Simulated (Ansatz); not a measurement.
Space group Fm-3m (No. 225); a = b = c = 5.0262 Å, α = β = γ = 90.00°

```
atom  site  symmetry       x       y       z
----  ----  --------  ------  ------  ------
Zr      4a      m-3m  0.0000  0.0000  0.0000
O       8c      -43m  0.2500  0.2500  0.2500
```
(The calculation used a cell of 3 atoms; values per cell refer to that cell.)

Another polymorph of this substance is known too; which is more stable was not tested here. Dynamical quadrupoles are not included in the interpolation of the phonons between the solved wave vectors.

**Question.** This cell was relaxed within its symmetry with LDA in Ansatz (a quantum-chemistry and plane-wave program). Can a quasi-harmonic thermal-expansion study be run on it?

**Answer.** No: one of the study's cells has modes far below zero and is most likely at no minimum at this level, though too few k-points were not ruled out (phonon / k mesh 6×6×6 / 12×12×12). The program stopped with this message:

```
vibrations stand at or below zero in cell 4 (0.069 modes a cell, the lowest at -191.9 cm⁻¹): the crystal is at no minimum there, or its k-points are too few: type the crystal that it becomes, another pressure, or a denser kpoints.mp_grid, in a new run
```

The PAW data sets were generated under PBE and serve the other functionals too.

Keys are those of Ansatz 0.2.
